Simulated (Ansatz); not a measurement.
# Migration barriers: interstitial Na in alpha quartz, charge state +1

Defect: interstitial Na in alpha quartz, charge state +1. Calculation: HSE06, atoms relaxed with HSE06 at the PBE lattice, PAW (plane waves to 420 eV; Ansatz, a quantum-chemistry and plane-wave program).

243-site cell at the relaxed PBE lattice, the Γ point alone, smearing 0.01 eV, spin-restricted, no finite-size correction. No zero-point or tunnelling terms. The charge state is imposed; whether it is stable for some Fermi level was not computed. Sites that were not tried may lie lower.

```
Route                                       Start site over the lowest site run (eV)  Hop (Å)  Forward barrier (eV)  Backward barrier (eV)                           Neighbours at the start                            Neighbours at the saddle                        Saddle order
------------------------------------------  ----------------------------------------  -------  --------------------  ---------------------  ------------------------------------------------  --------------------------------------------------  ----------------------------------
a concerted move, in which Na travels most                                      0.00     1.84                  0.11                   0.11  2 O at 2.18, O at 2.42, O at 2.43, 2 O at 2.46 Å  2 O at 2.19, 2 O at 2.21; Si at 2.78, Si at 2.81 Å  not checked, on a symmetry element
```

Paths come from climbing-image nudged elastic band runs. Only some of the routes found with PBE were run again as HSE06 bands, so lower ones may be missing here.  A band can be held on a symmetry element, so unchecked saddle points there may be too high.
